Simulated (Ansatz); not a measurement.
```
ScAl3
1.0
    3.97472     0.00000     0.00000
    0.00000     3.97472     0.00000
    0.00000     0.00000     4.11623
Sc Al
1 3
Direct
  0.00000   0.00000   0.00000
  0.00000   0.50000   0.50000
  0.50000   0.00000   0.50000
  0.50000   0.50000   0.00000
```

No spin polarisation.

All numbers come from plane-wave PAW DFT at the PBEsol level (Ansatz, a first-principles code, 420 eV), no spin-orbit coupling. Γ-centred 14×14×14 mesh, Fermi–Dirac width 0.1 eV.

Task: Predict the in-plane stress, band gap and space group.

Result: 
- Mean in-plane stress (compression positive): +5.7 GPa
- Band gap: zero
- Space group: P4/mmm (No. 123)

The cells carry an imposed strain or load. Whether these cells are dynamically stable was not tested. The final runs are not spin-polarised. The cell was made from ScAl₃ in the Cu3Au type structure (space group Pm-3m, No. 221) by this change: biaxial strain −2.40 %, plane normal [001], relaxed out of plane.
